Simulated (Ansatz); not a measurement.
We consider white tin (β-Sn), described by rVV10 in Ansatz (plane waves, PAW).

Numerical settings: plane-wave cutoff 520 eV, 20×20×20 k mesh, Fermi–Dirac smearing 0.05 eV, scalar-relativistic PAW data made under PBE.

Computed at the level's own relaxed cell.

**Question.** Give the computed pressure derivative B′ of the bulk modulus, equilibrium lattice constant a, c axis length, bulk modulus and volume per atom.

**Answer.** 
* **pressure derivative B′ of the bulk modulus**: 4.7
* **equilibrium lattice constant a**: 6.014 Å
* **c axis length**: 3.254 Å
* **bulk modulus**: 43.9 GPa
* **volume per atom**: 29.43 Å³/atom

The run finds no gap.

Measured, for comparison: lattice constant a 5.831 Å, lattice parameter c 3.181 Å (293 K, no zero-point or thermal correction; as tabulated in Wikipedia's data pages); bulk modulus 57.0 GPa (temperature not stated, no zero-point or thermal correction; as tabulated in Chen et al. (2023), arXiv:2209.05059). Computed (rounded) less measured: lattice constant a +3.1 %, lattice parameter c +2.3 %, bulk modulus -23 %.

Note: the bulk modulus comes from volumes at which shape and atoms were relaxed.

Spin–orbit coupling is not included.

Static lattice: no zero-point or thermal effects.

Ansatz is an electronic-structure program.
